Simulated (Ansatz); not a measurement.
# A computed series for GaP: pressure series

Consider GaP in the zinc blende structure (space group F-43m, No. 216; a = 5.452 Å).

Cell and atoms are relaxed at each pressure.

Computed with r2SCAN/PAW in Ansatz (a quantum-chemistry and plane-wave program), no spin-orbit coupling, earlier PAW set.

| change | band gap | electron mass | volume per atom |
|---|---|---|---|
| base | 1.85 eV | 1.1 mₑ along k, 0.23 mₑ across (off the special points) | 20.25 Å³ |
| pressure −2 GPa | 1.89 eV | 1.0 mₑ along k, 0.23 mₑ across (off the special points) | 20.74 Å³ |
| pressure −1 GPa | 1.87 eV | 1.0 mₑ along k, 0.23 mₑ across (off the special points) | 20.49 Å³ |
| pressure 3 GPa | 1.79 eV | 1.1 mₑ along k, 0.22 mₑ across (off the special points) | 19.62 Å³ |
| pressure 7 GPa | 1.72 eV | 1.2 mₑ along k, 0.22 mₑ across (off the special points) | 18.91 Å³ |
| pressure 15 GPa | 1.58 eV | 1.3 mₑ along k, 0.22 mₑ across (off the special points) | 17.80 Å³ |
| pressure 30 GPa | 1.36 eV | 1.4 mₑ along k, 0.21 mₑ across (off the special points) | 16.33 Å³ |
| pressure 50 GPa | 1.10 eV | 1.6 mₑ along k, 0.20 mₑ across (off the special points) | 15.00 Å³ |
| pressure 75 GPa | 0.81 eV | – | 13.83 Å³ |
| pressure 100 GPa | 0.57 eV | 1.7 mₑ along k, 0.20 mₑ across (off the special points) | 12.97 Å³ |

Load acts through the strain it causes; cell and atoms are relaxed under it. Effective masses come from finite differences of ±0.01 Å⁻¹. Along k means along the line from Γ to the band edge. Whether these cells are dynamically stable was not tested. Measured, GaP leaves this structure (for a Cmcm phase) near 26 GPa (temperature not stated; as listed in Datta, Sujoy, Jana, Debnarayan, arXiv (2020)).
